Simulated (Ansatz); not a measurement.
**A computed series for AlN: response to strain**

Take AlN in the wurtzite structure (space group P6_3mc, No. 186; a = 3.114 Å, c = 4.983 Å) as the base. Axes: x lies along a and z along c of the hexagonal cell.

Strains are applied to the cell and any free atomic positions relax.

Level of theory: PBEsol (Ansatz, a program for electronic structure; PAW; 420 eV plane waves; spin-orbit coupling left out).

Notes on the quantities. energy relative to the base: free energy F.

```json
[
 {"change": "base", "electron mass": "–", "volume per atom": "10.46 Å³", "energy relative to the base": "0 meV/atom"},
 {"change": "uniaxial strain ε_zz = +0.60 %", "electron mass": "0.28 mₑ along z, 0.30 mₑ across (at Γ)", "volume per atom": "10.52 Å³", "energy relative to the base": "+0.4 meV/atom"},
 {"change": "uniaxial strain ε_zz = +1.20 %", "electron mass": "0.28 mₑ along z, 0.30 mₑ across (at Γ)", "volume per atom": "10.59 Å³", "energy relative to the base": "+1.6 meV/atom"},
 {"change": "uniaxial strain ε_zz = +1.80 %", "electron mass": "0.27 mₑ along z, 0.30 mₑ across (at Γ)", "volume per atom": "10.65 Å³", "energy relative to the base": "+3.7 meV/atom"},
 {"change": "uniaxial strain ε_zz = +3.00 %", "electron mass": "0.26 mₑ along z, 0.29 mₑ across (at Γ)", "volume per atom": "10.77 Å³", "energy relative to the base": "+10 meV/atom"}
]
```

The levels and masses belong to the bands next to the band gap. Masses are band curvatures over ±0.01 Å⁻¹ around the edge. Stability against distortions was not tested.
